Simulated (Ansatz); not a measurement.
Results of LDA (plane waves, PAW; Ansatz, a quantum-chemistry and plane-wave program) for antifluorite K2S.

Run with plane-wave cutoff 520 eV, 8×8×8 k mesh, Fermi–Dirac smearing 0.01 eV, scalar-relativistic PAW data made under PBE.

The cell is scaled about its equilibrium volume:

```tsv
V (Å³/atom)	P (GPa)	direct gap at Γ (eV)	smallest gap on the k mesh (eV)
29.108	1.68	2.850	2.459
29.727	1.06	2.769	2.409
30.346	0.51	2.692	2.360
30.966	0.01	2.618	2.312
31.585	-0.44	2.547	2.266
32.204	-0.84	2.479	2.220
32.824	-1.20	2.414	2.176
```

The fundamental gap (2.31 eV at the equilibrium volume, with added k points) lies elsewhere than Γ–Γ.
